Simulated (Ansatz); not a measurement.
Base system: VBiO4 (space group I4_1/a, No. 88; a = 5.1214 Å, c = 11.6213 Å).

Level of theory: r2SCAN (Ansatz, an electronic-structure program, PAW, no SOC).

One change was made to it. Results:

The c/a ratio falls by 0.0316 to 2.238; the density grows by 0.65 g/cm³ (7.06 g/cm³ → 7.71 g/cm³); the shortest interatomic distance decreases by 0.017 Å, from 1.723 Å to 1.706 Å.

What was done to the base?
(A) pressure 2.1 GPa
(B) pressure 15 GPa
(C) pressure 0.9 GPa
(D) pressure −1 GPa
(E) pressure −2 GPa

B, pressure 15 GPa. For comparison, the c/a ratio in the other runs: pressure 0.9 GPa gives 2.267; pressure −2 GPa gives 2.276; pressure −1 GPa gives 2.272; pressure 2.1 GPa gives 2.264.

Load acts through the strain it causes; cell and atoms are relaxed under it. Stability against distortions was not tested. No other phases were tried under pressure. Starting moments died away, wholly or in part, for the base; another magnetic solution may exist. All final runs are without spin polarisation.
